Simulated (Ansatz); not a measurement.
Here is the system:

```xyz
8
Lattice="-2.6907 2.6907 5.3119 2.6907 -2.6907 5.3119 2.6907 2.6907 -5.3119" Properties=species:S:1:pos:R:3 pbc="T T T"
Zn     0.0000     2.6907     2.6560
Zn     0.0000     0.0000     0.0000
Ge     2.6907     0.0000     2.6560
Ge     0.0000     0.0000     5.3119
P      1.3453     1.3513    -1.3280
P      1.3453     1.3394     3.9839
P      4.0300     1.3453     1.3280
P     -1.3394     1.3453     6.6399
```

No spin polarisation.

Calculations: PBEsol (Ansatz, a quantum-chemistry and plane-wave program; PAW; 420 eV plane waves; no spin-orbit coupling), earlier PAW set. k-mesh 9×9×9 (Γ-centred); smearing 0.05 eV (Fermi–Dirac).

### Question
Predict the valence-band top at Γ (three highest levels, from the VBM).

### Answer
0.00, -0.07, -0.07 eV.

### Question
Estimate the smallest direct gap.

### Answer
1.19 eV.

### Question
Predict the gap character.

### Answer
Indirect, Γ → M–S (33 % along).

Load acts through the strain it causes; cell and atoms are relaxed under it. No phonon test of stability was made. The cell was made from ZnGeP₂ in the chalcopyrite structure (space group I-42d, No. 122) by this change: pressure 2.1 GPa.
